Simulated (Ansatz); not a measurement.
System: 1T (CdI2-type) MgI₂. Method: PBE (Ansatz, a program for electronic structure, plane waves, PAW).

Settings: plane-wave cutoff 520 eV, 12×12×6 k mesh (along the axes of the cell as run), perturbation theory, scalar-relativistic PAW data made under PBE.

The cell has the measured lattice parameters. Conventional cell: a = 4.1537 Å, b = 4.1537 Å, c = 6.8620 Å, α = 90.00°, β = 90.00°, γ = 120.00°.

Harmonic phonon frequencies (cm⁻¹; i marks an imaginary mode; at Γ without the LO shift):

```csv
q point,frequencies
Γ,0 0 0 65 65 109 173 173 262
M,61 62 64 80 88 105 173 174 256
K,61 75 75 88 88 99 169 208 208
A,17 17 36 62 62 104 174 174 287
L,58 59 66 79 90 107 173 174 253
H,64 71 71 90 90 97 170 211 211
```

No imaginary mode appears at these points.

Note: the cell isn't this level's own, so it is under some stress, which shifts stiffness and frequencies.
